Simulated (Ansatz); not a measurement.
Pressure series in hypothetical diamond Ti

Start from Ti in the diamond structure (space group Fd-3m, No. 227; a = 5.679 Å; a hypothetical phase, not in the database extracts checked).

Cell and atoms are relaxed at each pressure.

Method: Kohn–Sham DFT with the PBE functional, run in Ansatz (a quantum-chemistry and plane-wave program) with PAW and 420 eV plane waves, no spin-orbit coupling.

Notes on the quantities. enthalpy: H = E + PV relative to the base's energy.

```
change                 enthalpy  shortest interatomic distance
----------------  -------------  -----------------------------
base                          –                        2.459 Å
pressure −2 GPa   -0.29 eV/atom                        2.510 Å
pressure −1 GPa   -0.14 eV/atom                        2.482 Å
pressure 0.3 GPa  +0.04 eV/atom                        2.453 Å
pressure 0.7 GPa  +0.10 eV/atom                        2.444 Å
pressure 1.5 GPa  +0.21 eV/atom                        2.427 Å
pressure 3 GPa    +0.41 eV/atom                        2.395 Å
pressure 5 GPa    +0.67 eV/atom                        2.357 Å
pressure 7.5 GPa  +0.97 eV/atom                        2.313 Å
pressure 10 GPa   +1.26 eV/atom                        2.277 Å
```

Load acts through the strain it causes; cell and atoms are relaxed under it. No phonon test of stability was made. No other phases were tried under pressure. The final runs are not spin-polarised. Ti has a high density of states at the Fermi level and may be magnetic at this level.
